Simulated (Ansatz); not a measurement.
## Al: response to strain

The reference is Al in the fcc (Cu type) structure (space group Fm-3m, No. 225; relaxed with 0.1 eV smearing).

```cif
data_Al
_chemical_formula_sum 'Al1'
_space_group_name_H-M_alt 'P 1'
_space_group_IT_number 1
_cell_length_a 2.85759
_cell_length_b 2.85759
_cell_length_c 2.85759
_cell_angle_alpha 60.000
_cell_angle_beta 60.000
_cell_angle_gamma 60.000
loop_
_space_group_symop_operation_xyz
  'x, y, z'
loop_
_atom_site_label
_atom_site_type_symbol
_atom_site_fract_x
_atom_site_fract_y
_atom_site_fract_z
_atom_site_occupancy
Al1 Al 0.00000 0.00000 0.00000 1
```

Strains are applied to the cell and any free atomic positions relax.

Level of theory: PBE (Ansatz, a program for electronic structure; PAW; 420 eV plane waves; scalar-relativistic without spin-orbit coupling).

Notes on the quantities. energy relative to the base: free energy F.

```tsv
change	energy relative to the base	pressure	volume per atom
base	0 meV/atom	0.0 GPa	16.50 Å³
isotropic strain −2.50 %	+25 meV/atom	7.0 GPa	15.29 Å³
isotropic strain −2.00 %	+15 meV/atom	___	15.53 Å³
isotropic strain −1.50 %	+8.5 meV/atom	3.9 GPa	15.77 Å³
isotropic strain −1.00 %	___	2.5 GPa	16.01 Å³
isotropic strain −0.50 %	+0.9 meV/atom	___	16.25 Å³
isotropic strain +0.50 %	+0.9 meV/atom	-1.1 GPa	16.75 Å³
isotropic strain +1.00 %	+3.5 meV/atom	-2.2 GPa	17.00 Å³
isotropic strain +2.00 %	___	-4.0 GPa	17.51 Å³
isotropic strain +2.50 %	+21 meV/atom	-4.8 GPa	17.77 Å³
```

Question: Complete the table.

Answer: 
- isotropic strain −2.00 %, pressure: 5.4 GPa
- isotropic strain −1.00 %, energy relative to the base: +3.7 meV/atom
- isotropic strain −0.50 %, pressure: 1.2 GPa
- isotropic strain +2.00 %, energy relative to the base: +13 meV/atom

Whether these cells are dynamically stable was not tested.
